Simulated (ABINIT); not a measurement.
A self-consistent single point of SrTiO₃ (Pm-3m, 5 atoms in the cell) with ABINIT.

Method: LDA (PW92), PAW (JTH v2.0 LDA PAW) (plane waves; ABINIT 10.0.3).

```xyz
5
Lattice="3.9890 0.0000 0.0000 0.0000 3.9890 0.0000 0.0000 0.0000 3.9890" Properties=species:S:1:pos:R:3 pbc="T T T"
Sr     0.0000     0.0000     0.0000
Ti     1.9945     1.9945     1.9945
O      1.9945     0.0000     1.9945
O      0.0000     1.9945     1.9945
O      1.9945     1.9945     0.0000
```

Reference input (self-consistent single point, DFT, PBE, plane waves, PAW (JTH v2.0 PBE PAW)): pseudos = [Sr.GGA_PBE-JTH.xml, Ti.GGA_PBE-JTH.xml, O.GGA_PBE-JTH.xml]; ecut = 30 Ha; pawecutdg = 60 Ha; pawxcdev = 0; occopt = 3; tsmear = 0.00073499 Ha; ngkpt = 6 6 6; nshiftk = 1; shiftk = 0 0 0; potentials = JTH v2.0 PBE PAW; nband = 27; kptopt = 1. This run's input differs from it in these lines:

```diff
@@ -1,4 +1,4 @@
-# SrTiO3, JTH v2.0 PBE PAW
+# SrTiO3, JTH v2.0 LDA PAW
 pp_dirpath "./"
-pseudos "Sr.GGA_PBE-JTH.xml, Ti.GGA_PBE-JTH.xml, O.GGA_PBE-JTH.xml"
+pseudos "Sr.LDA_PW-JTH.xml, Ti.LDA_PW-JTH.xml, O.LDA_PW-JTH.xml"
 acell 3*1.0 Angstrom
```

Its files differ too (potentials: JTH v2.0 PBE PAW → JTH v2.0 LDA PAW).

Log, with long lists cut:

```
--- !BeginCycle
solver: {iscf: 17, nstep: 60, nline: 4, wfoptalg: 10, }
tolerances: {tolvrs: 1.00E-11, }
...

     iter   Etot(hartree)      deltaE(h)  residm     nres2
 ETOT  1  -137.26242551058    -1.373E+02 5.820E+00 6.857E+01
 ETOT  2  -138.71847173338    -1.456E+00 9.183E-02 1.682E+01
 ETOT  3  -138.70661419367     1.186E-02 3.327E-02 3.251E+00
 ETOT  4  -138.71752521286    -1.091E-02 3.264E-02 1.440E+01
 ETOT  5  -138.69994483456     1.758E-02 6.334E-02 1.147E-01
   [... 12 lines left out ...]
 ETOT 18  -138.70052485942     5.542E-12 1.751E-04 1.025E-09
 ETOT 19  -138.70052485942     1.080E-12 2.279E-04 5.333E-11
 ETOT 20  -138.70052485942     1.791E-12 1.288E-04 2.715E-11
 ETOT 21  -138.70052485942    -2.046E-12 1.720E-04 7.946E-13
 At SCF step   21       nres2   =  7.95E-13 < tolvrs=  1.00E-11 =>converged.

 Cartesian components of stress tensor (hartree/bohr^3)
  sigma(1 1)=  5.74054397E-04  sigma(3 2)=  0.00000000E+00
  sigma(2 2)=  5.74054397E-04  sigma(3 1)=  0.00000000E+00
  sigma(3 3)=  5.74054397E-04  sigma(2 1)=  0.00000000E+00

 ----iterations are completed or convergence reached----

 reduced coordinates (array xred) for    5 atoms
       0.000000000000      0.000000000000      0.000000000000
       0.500000000000      0.500000000000      0.500000000000
       0.500000000000      0.000000000000      0.500000000000
       0.000000000000      0.500000000000      0.500000000000
       0.500000000000      0.500000000000      0.000000000000
 cartesian forces (eV/Angstrom) at end:
    1     -0.00000000000000    -0.00000000000000    -0.00000000000000
   [... lines left out ...]
 Fermi (or HOMO) energy (eV) =   5.44649   Average Vxc (eV)= -11.34822
   [... lines left out ...]
'-kT*entropy'       :  1.20866140351656E-15
total_energy        : -1.38700524933534E+02
total_energy_eV     : -3.77423322554989E+03
...

-Cartesian components of stress tensor (GPa)         [Pressure= -1.6889E+01 GPa]
- sigma(1 1)=  1.68892606E+01  sigma(3 2)=  0.00000000E+00
- sigma(2 2)=  1.68892606E+01  sigma(3 1)=  0.00000000E+00
- sigma(3 3)=  1.68892606E+01  sigma(2 1)=  0.00000000E+00

 Calculation completed.
```

The run converged in 21 iterations. Against the reference run the pressure goes from -6.54 to -16.89 GPa and the gap on the mesh goes from 1.756 to 1.662 eV.

The starting cell has typed, rounded lattice constants, without a prior relaxation at this level. Its lattice was rescaled by a random factor within 2.5 % of one. With a pressure of about -17 GPa the cell is away from its equilibrium volume at this level.

Cost on one core of a shared machine: roughly 90 s.
